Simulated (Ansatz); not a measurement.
**Au: stress against strain**

Au (fcc, Fm-3m, 16.579 Å³/atom at rest, cube axes along x, y and z) under a strain ε along a cube axis (axis z), the other axes held. LDA in Ansatz, a plane-wave DFT program (PAW, default set), 420 eV, 28×28×28 Γ-centred mesh, Fermi-Dirac smearing 0.10 eV; ions are relaxed within the symmetry of each cell. Stress is positive for a compressed cell.

Here s stands for strain and y for stress zz.

| strain (%) | stress zz (GPa) |
|---|---|
| -1.50 | 3.39 |
| -1.00 | 2.23 |
| -0.50 | 1.10 |
| 0.00 | 0.00 |
| 0.50 | -1.06 |
| 1.00 | -2.08 |
| 1.50 | -3.07 |
| 3.00 | ? |

Fit y of the 7 rows that show it with a straight line. Means: s 0, y 0.073. About the means, the sum of products is -15.080 and the sum of squares of s is 7.0000; the slope is their ratio. Least squares gives y = 0.073 - 2.1543·s. Residuals (row less fit): 0.086, 0.003, -0.050, -0.073, -0.056, 0.001, 0.088; standard error 0.072 (degrees of freedom: 5). The slope gives the elastic constant C11 = 215 ± 3 GPa.

Question: Estimate the missing y (s = 3.00); what did the run itself give?

Answer: y = 0.073 - 2.1543 × 3.0 = -6.390 GPa. The calculation gives -5.84 GPa, 0.550 GPa above the prediction (6.0 % of the range of y in the table). The row lies outside the fitted rows, so this is an extrapolation. From the scatter of the fitted rows alone, a prediction at this place has a standard error of 0.113 GPa, so the miss is 4.9 times that.

One order more, fitted to all 13 runs of the series, follows each within 0.01, so the miss is the next term of a smooth law. In a metal these values are sensitive to mesh and smearing; energies are taken to zero smearing, stresses follow the free energy. Rows are the converged runs of the series near zero and its far end; series whose fitted rows scatter by over a few per cent of the range, as at a crossing or softening among them, aren't shown in this form. Most that stay on the fit to the last digits aren't either.
